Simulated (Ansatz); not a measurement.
Take Be in the hcp (Mg type) structure (space group P6_3/mmc, No. 194; a = 2.2647 Å, c = 3.5612 Å) as the base.

Structures relaxed with PBE (Ansatz, a first-principles code, PAW, without spin-orbit coupling).

Base:

Simulated powder pattern, Cu Kα1, λ = 1.54056 Å (kinematic, ideal powder, no thermal factors, no anomalous dispersion; the 8 strongest lines at most, above 2 %, up to 2θ = 90°):

```
2θ (°)  I/Imax (%)    hkl
------  ----------  -----
46.25           26  (100)
51.26           25  (002)
53.28          100  (101)
71.50           14  (102)
85.73           19  (110)
```

Perturbation: full substitution Be → Lu; the structure is relaxed again.

### Question
Where do the lines fall after the change?

### Answer

Simulated powder pattern, Cu Kα1, λ = 1.54056 Å (kinematic, ideal powder, no thermal factors, no anomalous dispersion; the 8 strongest lines at most, above 2 %, up to 2θ = 90°):

| 2θ (°) | I/Imax (%) | hkl |
|---|---|---|
| 29.38 | 24 | (100) |
| 32.76 | 24 | (002) |
| 33.74 | 100 | (101) |
| 44.58 | 16 | (102) |
| 52.11 | 20 | (110) |
| 59.11 | 21 | (103) |
| 62.94 | 23 | (112) |
| 63.53 | 17 | (201) |

The indices refer to each structure's own conventional cell; one index is shown for lines that coincide.

No phonon test of stability was made.
